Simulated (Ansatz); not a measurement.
# Response to strain in hypothetical CsCl type NbAs

The parent structure is NbAs in the CsCl type structure (space group Pm-3m, No. 221; a hypothetical phase, not in the database extracts checked; relaxed with 0.1 eV smearing).

```
CELL_PARAMETERS angstrom
      3.18081     0.00000     0.00000
      0.00000     3.18081     0.00000
      0.00000     0.00000     3.18081
ATOMIC_POSITIONS crystal
  Nb 0.00000 0.00000 0.00000
  As 0.50000 0.50000 0.50000
```

Cartesian axes are those of the cell as printed.

Strains are applied to the cell and any free atomic positions relax; under biaxial strain the out-of-plane vector relaxes too; under stress the whole cell relaxes.

Computed with Ansatz (an electronic-structure program), PBEsol, PAW, cutoff 420 eV, scalar-relativistic without spin-orbit coupling.

Notes on the quantities. pressure: mean of the normal stresses, compression positive; energy relative to the base: free energy F.

| variant | pressure | energy relative to the base | volume per atom |
|---|---|---|---|
| base | 0.0 GPa | 0 meV/atom | 16.09 Å³ |
| biaxial strain +0.70 %, plane normal [001], relaxed out of plane | -1.8 GPa | ___ | 16.25 Å³ |
| biaxial strain +0.96 %, plane normal [001], relaxed out of plane | -2.4 GPa | +3.5 meV/atom | 16.31 Å³ |
| biaxial strain −0.26 %, plane normal [111], relaxed out of plane | ___ | +0.3 meV/atom | 16.03 Å³ |
| biaxial strain +2.36 %, plane normal [111], relaxed out of plane | -5.4 GPa | +20 meV/atom | 16.64 Å³ |
| isotropic strain −3.84 % | 27.8 GPa | +139 meV/atom | 14.31 Å³ |
| isotropic strain +1.15 % | -5.8 GPa | +10 meV/atom | 16.65 Å³ |
| uniaxial strain ε_xx = −5.73 % | 12.5 GPa | +63 meV/atom | 15.17 Å³ |
| uniaxial strain ε_yy = +5.47 % | ___ | +46 meV/atom | 16.97 Å³ |
| uniaxial stress, 1 GPa compression along x | – | +0.2 meV/atom | 16.06 Å³ |

Q: Some entries are withheld; estimate them.

A: 
- biaxial strain +0.70 %, plane normal [001], relaxed out of plane, energy relative to the base: +1.9 meV/atom
- biaxial strain −0.26 %, plane normal [111], relaxed out of plane, pressure: 0.7 GPa
- uniaxial strain ε_yy = +5.47 %, pressure: -8.5 GPa

Stability under load was not tested beyond the relaxation. All final runs are without spin polarisation.
